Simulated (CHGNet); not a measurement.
**C11b MoSi2**

Level of theory: the machine-learned potential CHGNet 0.3.0 (trained on PBE and PBE+U data).

Cell (relaxed at this level):

```cif
data_MoSi2
_chemical_formula_sum 'Si2 Mo1'
_space_group_name_H-M_alt 'P 1'
_space_group_IT_number 1
_cell_length_a 4.55353
_cell_length_b 4.55353
_cell_length_c 4.55353
_cell_angle_alpha 138.665
_cell_angle_beta 138.665
_cell_angle_gamma 59.886
loop_
_space_group_symop_operation_xyz
  'x, y, z'
loop_
_atom_site_label
_atom_site_type_symbol
_atom_site_fract_x
_atom_site_fract_y
_atom_site_fract_z
_atom_site_occupancy
Si1 Si 0.66713 0.66713 0.00000 1
Si2 Si 0.33287 0.33287 0.00000 1
Mo1 Mo 0.00000 0.00000 0.00000 1
```

- lattice constant a: 3.214 Å
- c axis length: 7.891 Å

Measured, for comparison: lattice constant a 3.205 Å, lattice parameter c 7.845 Å (temperature not stated, no zero-point or thermal correction; as tabulated in Pavlosiuk et al. (2022), arXiv:2202.05362). Computed (rounded) less measured: lattice constant a +0.3 %, lattice parameter c +0.6 %.

A machine-learned potential is trained on density-functional data: it inherits that level's misses and adds fitting errors of its own.
